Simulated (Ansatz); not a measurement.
Given:

```xyz
10
Lattice="2.4955 1.4408 4.4882 -2.4955 1.4408 4.4882 0.0000 -2.8815 4.4882" Properties=species:S:1:pos:R:3 pbc="T T T"
Ga     0.0000     0.0000     4.7852
Ga     0.0000     0.0000     1.9470
Ga     0.0000     0.0000     8.6792
Ga     0.0000     0.0000    11.5175
O     -0.9802     1.4408     7.8543
O     -0.7577    -1.5692     7.8543
O      1.7378     0.1285     7.8543
O      0.9802    -1.4408     5.6102
O      0.7577     1.5692     5.6102
O     -1.7378    -0.1285     5.6102
```

No spin polarisation.

Calculations: DFT with r2SCAN, PAW potentials and a 500 eV plane-wave cutoff in Ansatz (a program for electronic structure), no spin-orbit coupling, earlier PAW set. Settings: 8×8×8 k-points, 0.05 eV Fermi–Dirac smearing.

### Question
Predict the electron mass, band gap, gap character and width of the top valence band.

### Answer
- Electron mass: 0.25 mₑ (at Γ)
- Band gap: 3.52 eV
- Gap character: indirect, Γ–S₀ (50 % along) → Γ
- Width of the top valence band: 0.45 eV

Load acts through the strain it causes; cell and atoms are relaxed under it. Masses are band curvatures over ±0.01 Å⁻¹ around the edge. Stability against distortions was not tested. The cell was made from Ga$_{2}$O$_{3}$ in the corundum structure (space group R-3c, No. 167) by this change: pressure −1 GPa.
